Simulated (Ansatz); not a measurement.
Consider the following.

```yaml
crystal:
  lattice:
    - [-2.38815, 2.48737, 4.87116]
    - [2.39557, -2.44185, 4.85280]
    - [2.28010, 2.33380, -4.84922]
  atoms:
    - { symbol: In, position: [0.50753, 0.50541, 0.00034] }
    - { symbol: In, position: [0.25131, 0.75050, 0.49791] }
    - { symbol: Mg, position: [0.99852, 0.99901, 0.99908] }
    - { symbol: O, position: [0.33130, 0.85202, 0.96364] }
    - { symbol: O, position: [0.88804, 0.36878, 0.03456] }
    - { symbol: O, position: [0.15078, 0.10976, 0.48832] }
    - { symbol: O, position: [0.62251, 0.66452, 0.51615] }
```

A single point on hypothetical I-4 MgIn2O4 with a change (strain tensor (xx, yy, zz, yz, xz, xy) = (−1.99, +1.06, −1.74, +0.46, +0.08, −2.27) %), its geometry relaxed with PBEsol.

Level of theory: PBEsol (Ansatz, a program for electronic structure, PAW, spin-orbit coupling included). Settings: 10×10×10 k-points, 0.05 eV Fermi–Dirac smearing.

Task: Estimate the smallest direct gap.

Result: 1.44 eV.

Task: Estimate the width of the top valence band.

Result: 0.28 eV.

Single points use the geometry relaxed with PBEsol. Whether these cells are dynamically stable was not tested. The cell was made from MgIn₂O₄ (space group I-4, No. 82; a hypothetical phase, not in the database extracts checked) by this change: strain tensor (xx, yy, zz, yz, xz, xy) = (−1.99, +1.06, −1.74, +0.46, +0.08, −2.27) %.
